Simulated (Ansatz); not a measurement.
A computed series for BP: pressure series

Base system: BP in the zinc blende structure (space group F-43m, No. 216).

```
BP
1.0
    0.00000     2.27418     2.27418
    2.27418     0.00000     2.27418
    2.27418     2.27418     0.00000
B P
1 1
Direct
  0.00000   0.00000   0.00000
  0.25000   0.25000   0.25000
```

Cell and atoms are relaxed at each pressure.

Level of theory: PBE, PAW, 420 eV (Ansatz, a quantum-chemistry and plane-wave program; no spin-orbit coupling).

Notes on the quantities. enthalpy: H = E + PV relative to the base's energy.

| change | band gap | lattice parameter a | enthalpy |
|---|---|---|---|
| base | 1.25 eV | 4.548 Å | – |
| pressure −2 GPa | 1.27 eV | 4.567 Å | -0.15 eV/atom |
| pressure −1 GPa | 1.26 eV | 4.558 Å | -0.07 eV/atom |
| pressure 0.9 GPa | 1.24 eV | 4.540 Å | +0.07 eV/atom |
| pressure 2.1 GPa | 1.23 eV | 4.529 Å | +0.15 eV/atom |
| pressure 4.5 GPa | 1.21 eV | 4.508 Å | +0.33 eV/atom |
| pressure 9 GPa | 1.17 eV | 4.473 Å | +0.64 eV/atom |
| pressure 15 GPa | 1.13 eV | 4.429 Å | +1.06 eV/atom |
| pressure 22.5 GPa | 1.08 eV | 4.381 Å | +1.56 eV/atom |
| pressure 30 GPa | 1.03 eV | 4.338 Å | +2.04 eV/atom |

Load acts through the strain it causes; cell and atoms are relaxed under it. Whether these cells are dynamically stable was not tested. Competing high-pressure phases were not computed.
